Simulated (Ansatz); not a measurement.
**W2Si (model structure, started from the Ni2In type, P6₃/mmc, No. 194, 6 atoms in the cell): lattice parameter a by level of theory**

No measured value is used here.

```json
[
 {"level (code)": "PBE (Ansatz)", "value (Å)": "4.470"},
 {"level (code)": "PBEsol (Ansatz)", "value (Å)": "(withheld)"},
 {"level (code)": "PBE-D3(BJ) (Ansatz)", "value (Å)": "4.427"}
]
```

Q: Complete the blanks.

A: 
- PBEsol (Ansatz, an electronic-structure program), value (Å): 4.430

Density-functional levels without +SOC have no spin–orbit coupling. Ansatz's density-functional and Hartree–Fock values are scalar-relativistic unless marked +SOC, with PAW data made under PBE.

A model structure was made by putting elements into a prototype or built by hand; it is no filed structure, need not be a known phase, and can be a saddle point held by its symmetry.
